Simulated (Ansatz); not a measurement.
**A computed series for hypothetical diamond Ni: pressure series**

The reference is Ni in the diamond structure (space group Fd-3m, No. 227; ferromagnetic; a hypothetical phase, not in the database extracts checked).

Ni has the cubic space group Fd-3m, origin choice 1 (No. 227), the diamond structure, Pearson symbol cF8. Cell: a = b = c = 5.0999 Å, α = β = γ = 90.00°. Ni on 8a sees 4 Ni at 2.208 Å (tetrahedral). (Neighbours: up to the widest gap in distance over summed covalent radii, below 1.35, at either atom.)
(The calculation used a cell of 2 atoms; values per cell refer to that cell.)

Cell and atoms are relaxed at each pressure.

Levels (all Ansatz, an electronic-structure program, PAW): PBE (420 eV, spin-orbit coupling left out); PBEsol (420 eV, without spin-orbit coupling).

The base cell above is that of PBE; each level relaxes its own structures.

| case | volume per atom, PBE | volume per atom, PBEsol |
|---|---|---|
| pressure −2 GPa | 16.97 Å³ | 16.00 Å³ |
| pressure −1 GPa | 16.77 Å³ | 15.84 Å³ |
| pressure 0.3 GPa | 16.53 Å³ | 15.65 Å³ |
| pressure 0.7 GPa | 16.46 Å³ | 15.59 Å³ |
| pressure 1.5 GPa | 16.32 Å³ | 15.48 Å³ |
| pressure 3 GPa | 16.08 Å³ | 15.29 Å³ |
| pressure 5 GPa | 15.79 Å³ | 15.05 Å³ |
| pressure 7.5 GPa | 15.46 Å³ | 14.77 Å³ |
| pressure 10 GPa | 15.17 Å³ | 14.53 Å³ |

PBE lies above PBEsol in every row, by 0.65 Å³ to 0.97 Å³. They put the cases in the same order.

Other magnetic orders, which the real material may have, were not ruled out. Load acts through the strain it causes; cell and atoms are relaxed under it. No phonon test of stability was made. No other phases were tried under pressure.
